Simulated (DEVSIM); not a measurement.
System: isotype n-n heterojunction Al0.35Ga0.65As/GaAs, at 350 K.

| layer (left to right) | material | thickness (μm) | Nd (cm⁻³) | τn (s) | τp (s) |
|---|---|---|---|---|---|
| 1 | Al0.35Ga0.65As | 0.530 | 3.7e17 | 6.2e-10 | 6.2e-10 |
| 2 | GaAs | 0.140 | 4.1e15 | 6.2e-10 | 6.2e-10 |

Left contact: ohmic. Right contact: ohmic. Voltage is applied to the left contact. Recombination: SRH at mid-gap, radiative. Mobility is μmin + (μ − μmin)/(1 + (N/Nref)^α).

Constants are typed, rounded textbook-type inputs, not results; the design itself was drawn at random and stands for no fabricated device. Values at 300 K; Nc and Nv go as T^1.5, mobilities as T to minus their exponent, the gap by Varshni's rule with the affinity fixed.

```
parameter         Al0.35Ga0.65As      GaAs
----------------  --------------  --------
gap (eV)                  1.8604     1.424
affinity (eV)             3.7935      4.07
permittivity               11.91      12.9
Nc (cm⁻³)                7.44e17    4.7e17
Nv (cm⁻³)                   9e18      9e18
μn (cm²/Vs)                 3495      8500
μp (cm²/Vs)                  176       400
μn,min                       500       500
μp,min                        20        20
Nref,n                      6e16      6e16
Nref,p                    1.5e17    1.5e17
αn                          0.39      0.39
αp                          0.38      0.38
T exponent of μn             2.1       2.1
T exponent of μp             2.2       2.2
B (cm³/s)                  2e-10     2e-10
Varshni α (eV/K)        0.000541  0.000541
Varshni β (K)                204       204
```

Model (solved in DEVSIM): 1D drift-diffusion, Boltzmann statistics, complete ionisation; no tunnelling, impact ionisation, image-force lowering or self-heating. Band offsets follow the typed affinities; no thermionic-emission limit at abrupt steps, no polarisation charge.

Tabulate band edges, carrier densities and field at 1.15 V on the left contact.

Energies count from the Fermi level of the right contact; mesh points crowd at the junctions.

```json
[
 {"x (μm)": "0.000", "Ec (eV)": "-1.122", "Ev (eV)": "-2.959", "n (cm⁻³)": "3.7e17", "p (cm⁻³)": "< 1e2", "field (V/cm)": "1400"},
 {"x (μm)": "0.004031", "Ec (eV)": "-1.121", "Ev (eV)": "-2.959", "n (cm⁻³)": "3.7e17", "p (cm⁻³)": "< 1e2", "field (V/cm)": "1400"},
 {"x (μm)": "0.01138", "Ec (eV)": "-1.120", "Ev (eV)": "-2.958", "n (cm⁻³)": "3.7e17", "p (cm⁻³)": "< 1e2", "field (V/cm)": "1400"},
 {"x (μm)": "0.02479", "Ec (eV)": "-1.119", "Ev (eV)": "-2.956", "n (cm⁻³)": "3.7e17", "p (cm⁻³)": "< 1e2", "field (V/cm)": "1400"},
 {"x (μm)": "0.06126", "Ec (eV)": "-1.113", "Ev (eV)": "-2.951", "n (cm⁻³)": "3.7e17", "p (cm⁻³)": "< 1e2", "field (V/cm)": "1400"},
 {"x (μm)": "0.1158", "Ec (eV)": "-1.106", "Ev (eV)": "-2.943", "n (cm⁻³)": "3.7e17", "p (cm⁻³)": "< 1e2", "field (V/cm)": "1400"},
 {"x (μm)": "0.2152", "Ec (eV)": "-1.091", "Ev (eV)": "-2.929", "n (cm⁻³)": "3.7e17", "p (cm⁻³)": "< 1e2", "field (V/cm)": "1400"},
 {"x (μm)": "0.3809", "Ec (eV)": "-1.068", "Ev (eV)": "-2.905", "n (cm⁻³)": "3.7e17", "p (cm⁻³)": "< 1e2", "field (V/cm)": "1400"},
 {"x (μm)": "0.4505", "Ec (eV)": "-1.057", "Ev (eV)": "-2.895", "n (cm⁻³)": "3.6e17", "p (cm⁻³)": "< 1e2", "field (V/cm)": "2800"},
 {"x (μm)": "0.4886", "Ec (eV)": "-0.956", "Ev (eV)": "-2.793", "n (cm⁻³)": "2.1e16", "p (cm⁻³)": "< 1e2", "field (V/cm)": "88000"},
 {"x (μm)": "0.5095", "Ec (eV)": "-0.651", "Ev (eV)": "-2.489", "n (cm⁻³)": "2.7e15", "p (cm⁻³)": "< 1e2", "field (V/cm)": "200000"},
 {"x (μm)": "0.5230", "Ec (eV)": "-0.325", "Ev (eV)": "-2.162", "n (cm⁻³)": "1.9e15", "p (cm⁻³)": "< 1e2", "field (V/cm)": "280000"},
 {"x (μm)": "0.5284", "Ec (eV)": "-0.167", "Ev (eV)": "-2.005", "n (cm⁻³)": "1.7e15", "p (cm⁻³)": "< 1e2", "field (V/cm)": "310000"},
 {"x (μm)": "0.5316", "Ec (eV)": "-0.359", "Ev (eV)": "-1.760", "n (cm⁻³)": "3.2e18", "p (cm⁻³)": "< 1e2", "field (V/cm)": "170000"},
 {"x (μm)": "0.5392", "Ec (eV)": "-0.288", "Ev (eV)": "-1.689", "n (cm⁻³)": "3.0e17", "p (cm⁻³)": "< 1e2", "field (V/cm)": "59000"},
 {"x (μm)": "0.5503", "Ec (eV)": "-0.237", "Ev (eV)": "-1.638", "n (cm⁻³)": "5.9e16", "p (cm⁻³)": "< 1e2", "field (V/cm)": "38000"},
 {"x (μm)": "0.5698", "Ec (eV)": "-0.170", "Ev (eV)": "-1.571", "n (cm⁻³)": "9.8e15", "p (cm⁻³)": "< 1e2", "field (V/cm)": "33000"},
 {"x (μm)": "0.6028", "Ec (eV)": "-0.064", "Ev (eV)": "-1.465", "n (cm⁻³)": "4.3e15", "p (cm⁻³)": "< 1e2", "field (V/cm)": "32000"},
 {"x (μm)": "0.6413", "Ec (eV)": "0.059", "Ev (eV)": "-1.342", "n (cm⁻³)": "4.1e15", "p (cm⁻³)": "< 1e2", "field (V/cm)": "32000"},
 {"x (μm)": "0.6560", "Ec (eV)": "0.105", "Ev (eV)": "-1.296", "n (cm⁻³)": "4.1e15", "p (cm⁻³)": "< 1e2", "field (V/cm)": "32000"},
 {"x (μm)": "0.6643", "Ec (eV)": "0.132", "Ev (eV)": "-1.269", "n (cm⁻³)": "4.1e15", "p (cm⁻³)": "< 1e2", "field (V/cm)": "32000"},
 {"x (μm)": "0.6700", "Ec (eV)": "0.150", "Ev (eV)": "-1.251", "n (cm⁻³)": "4.1e15", "p (cm⁻³)": "< 1e2", "field (V/cm)": "32000"}
]
```
